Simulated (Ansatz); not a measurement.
**A computed series for Ni2Si: pressure series**

Take Ni2Si (space group Pnma, No. 62; a = 5.020 Å, b = 3.731 Å, c = 7.077 Å; non-magnetic) as the base.

Cell and atoms are relaxed at each pressure.

Computed with PBE (Ansatz, a first-principles code, PAW, without spin-orbit coupling).

Notes on the quantities. enthalpy: H = E + PV relative to the base's energy.

```
case              shortest interatomic distance     density       enthalpy
----------------  -----------------------------  ----------  -------------
base                                    2.311 Å  7.29 g/cm³              –
pressure 1.8 GPa                        2.307 Å  7.36 g/cm³  +0.12 eV/atom
pressure 4.2 GPa                        2.302 Å  7.45 g/cm³  +0.29 eV/atom
pressure 9 GPa                          2.291 Å  7.61 g/cm³  +0.61 eV/atom
pressure 18 GPa                         2.270 Å  7.89 g/cm³  +1.19 eV/atom
```

Load acts through the strain it causes; cell and atoms are relaxed under it. No phonon test of stability was made. Competing high-pressure phases were not computed. Starting moments died away, wholly or in part, for the base; another magnetic solution may exist. The final runs are not spin-polarised.
